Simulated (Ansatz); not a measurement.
The starting structures come from a database of crystals and need not be the phases stable at ambient conditions.

 Where the default PAW files enter, the runs use the earlier of Ansatz's two default sets.

Evanescent states of Li4NCl (R-3m, not sure to be the ambient phase, 6 atoms a cell, 12.4 Å³ an atom) along the normal of (101)

Method: r2SCAN (plane waves, PAW; Ansatz, an electronic-structure program).

The gap is the functional's own, uncorrected, and κ follows it; spin-orbit coupling is left out. Mid-gap values are interpolated between the computed energies.

Energies count from the valence-band top; κ is the least over a 10×6 mesh across the current.

```
E (eV)  κ (1/Å)  where
------  -------  -----
0.06      0.088      Γ
0.18      0.148      Γ
0.30      0.185      Γ
0.42      0.212      Γ
0.54      0.233      Γ
0.66      0.248      Γ
0.78      0.260      Γ
0.90      0.268      Γ
1.02      0.273      Γ
1.14      0.276      Γ
1.26      0.275      Γ
1.38      0.273      Γ
1.50      0.267      Γ
1.62      0.254  off Γ
1.74      0.231  off Γ
1.86      0.205  off Γ
1.98      0.171  off Γ
2.10      0.126  off Γ
2.22      0.038  off Γ
```

Q: How thick must the barrier be to attenuate the transmission by 10^4 when the electrodes' Fermi level lies at 0.78 eV, and what attenuation does that film give at 0.30 eV?

A: d = 4 ln 10 / (2 × 0.260) = 17.7 Å. At 0.30 eV it gives 4 × 0.185/0.260 = 2.8 decades.
